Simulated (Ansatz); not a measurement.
# Computed paths: La-vacancy pair in monoclinic ZrO2, charge state +1

Defect: La-vacancy pair (La on one host Zr site, one O site vacant) in monoclinic ZrO2, charge state +1. These are PBE, PAW (plane waves to 420 eV; Ansatz, a first-principles code) values and carry that method's errors.

Cell of 96 host sites held at the relaxed PBE lattice; the Γ point alone; Fermi-Dirac width 0.01 eV, spin-restricted; finite-size errors left in. Static, classical nuclei. Spin-orbit coupling is left out. The charge state is imposed; whether it is stable for some Fermi level was not computed. Forms of the defect that were not tried may lie lower.

Barriers: single points on a 2×2×2 k-point mesh shifted by half a step at the bands' geometries.

```tsv
Route	Start site over the lowest site run (eV)	Hop (Å)	Forward barrier (eV)	Backward barrier (eV)	Neighbours at the start	Neighbours at the saddle	Saddle order	Forward, on the band's own sampling (eV)
one O atom jumps into the vacancy from a nearby O site (La-vacancy distance between ideal sites 2.06 → 4.59 Å)	0.33	1.90	0.45	0.54	O at 2.62, O at 2.70; Zr at 2.09, Zr at 2.14, Zr at 2.17 Å	2 Zr at 1.94 Å	first order	0.45
one O atom jumps into the vacancy from a nearby O site (La-vacancy distance between ideal sites 2.06 → 4.46 Å)	0.33	2.24	0.85	0.56	O at 2.60, O at 2.65; Zr at 2.05, Zr at 2.14, Zr at 2.20 Å	Zr at 1.93 Å	first order	0.86
one O atom jumps into the vacancy from a nearby O site (La-vacancy distance between ideal sites 2.06 → 2.17 Å)	0.33	2.85	0.89	0.79	La at 2.35; Zr at 2.04, Zr at 2.11 Å	La at 2.28; Zr at 1.99 Å	first order	0.89
one O atom jumps into the vacancy from a nearby O site (La-vacancy distance between ideal sites 2.06 → 4.51 Å)	0.33	2.69	1.37	0.23	O at 2.58, O at 2.62, O at 2.65, O at 2.70, O at 2.76; Zr at 2.19, Zr at 2.22, Zr at 2.25, Zr at 2.30 Å	La at 2.48; O at 2.48; Zr at 2.01, Zr at 2.51 Å	inconclusive	1.36
one O atom jumps into the vacancy from a nearby O site (La-vacancy distance between ideal sites 2.06 → 2.08 Å)	0.33	3.07	1.61	1.94	La at 2.22; O at 2.45; Zr at 2.00, Zr at 2.11 Å	La at 2.18; O at 2.39, O at 2.57, O at 2.76; Zr at 2.46, Zr at 2.63 Å	first order	1.62
```

Paths come from climbing-image nudged elastic band runs. Of the routes that converged and passed our checks, the lowest saddle point lies 0.78 eV above the lowest of the sites run (one O atom jumps into the vacancy from a nearby O site (La-vacancy distance between ideal sites 2.06 → 4.59 Å)); other sites, such as split forms, and other routes may lie lower.
